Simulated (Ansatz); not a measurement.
**A computed series for MgB2: response to strain**

Base system: MgB$_{2}$ (space group P6/mmm, No. 191; relaxed with 0.1 eV smearing).

```yaml
crystal:
  lattice:
    - [3.06402, 0.00000, 0.00000]
    - [-1.53201, 2.65352, 0.00000]
    - [0.00000, 0.00000, 3.49767]
  atoms:
    - { symbol: Mg, position: [0.00000, 0.00000, 0.00000] }
    - { symbol: B, position: [0.66667, 0.33333, 0.50000] }
    - { symbol: B, position: [0.33333, 0.66667, 0.50000] }
```

Cartesian axes are those of the cell as printed.

Strains are applied to the cell and any free atomic positions relax; under biaxial strain the out-of-plane vector relaxes too.

The values are results of Ansatz (a quantum-chemistry and plane-wave program) PBEsol, without spin-orbit coupling, not measurements.

Candidates:
(a) biaxial strain +3.00 %, plane normal [001], relaxed out of plane
(b) biaxial strain −2.00 %, plane normal [001], relaxed out of plane
(c) biaxial strain +2.00 %, plane normal [001], relaxed out of plane

Q: Order them by out-of-plane strain, highest first.

A: (b) biaxial strain −2.00 %, plane normal [001], relaxed out of plane (+0.50 %), (c) biaxial strain +2.00 %, plane normal [001], relaxed out of plane (-0.60 %), (a) biaxial strain +3.00 %, plane normal [001], relaxed out of plane (-0.92 %)

Stability against distortions was not tested. All final runs are without spin polarisation.
